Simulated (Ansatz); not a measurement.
The reference is ZnS in the wurtzite structure (space group P6_3mc, No. 186; a = 3.806 Å, c = 6.245 Å).

Calculations: r2SCAN in Ansatz (plane waves to 500 eV, PAW, no spin-orbit coupling).

Carriers are added at fixed cell with a uniform background; the Fermi–Dirac width is that of 300 K.

One change was made to it. Results:

| quantity | base | after |
|---|---|---|
| gap between the host's bands | 2.78 eV | 2.82 eV |
| Fermi level relative to the doped band's edge (positive inside the band; to 0.05 eV) | – | +0.25 eV |
| gap character | direct at Γ | direct at Γ |

Name the change that was made.
A) electrons 7.0×10^21 cm⁻³
B) holes 1.5×10^21 cm⁻³
C) holes 7.0×10^21 cm⁻³
D) electrons 2.0×10^21 cm⁻³

B, holes 1.5×10^21 cm⁻³. For comparison, the Fermi level from band edge in the other runs: holes 7.0×10^21 cm⁻³ gives +0.60 eV; electrons 7.0×10^21 cm⁻³ gives +1.40 eV; electrons 2.0×10^21 cm⁻³ gives +1.10 eV.

Charged cell with a jellium background: band edges are those of the host's band count, energies are not comparable with the neutral cell, and many-body gap narrowing is missing. Stability against distortions was not tested.

Ansatz is a first-principles code.
